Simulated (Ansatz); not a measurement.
Pressure series in MgO

Consider MgO in the rock salt structure (space group Fm-3m, No. 225).

```
MgO
1.0
    0.00000     2.10219     2.10219
    2.10219     0.00000     2.10219
    2.10219     2.10219     0.00000
O Mg
1 1
Direct
  0.00000   0.00000   0.00000
  0.50000   0.50000   0.50000
```

Cell and atoms are relaxed at each pressure.

Level of theory: r2SCAN (Ansatz, a program for electronic structure; PAW; 500 eV plane waves; no spin-orbit coupling).

Candidates:
(a) pressure 3 GPa
(b) pressure −2 GPa
(c) pressure 100 GPa
(d) pressure 15 GPa

For the base:

The band gap is 5.68 eV.

Task: Order them by band gap, highest first.

Result: (c) pressure 100 GPa (9.58 eV), (d) pressure 15 GPa (6.51 eV), (a) pressure 3 GPa (5.86 eV), (b) pressure −2 GPa (5.56 eV)

Load acts through the strain it causes; cell and atoms are relaxed under it. Whether these cells are dynamically stable was not tested. No other phases were tried under pressure.
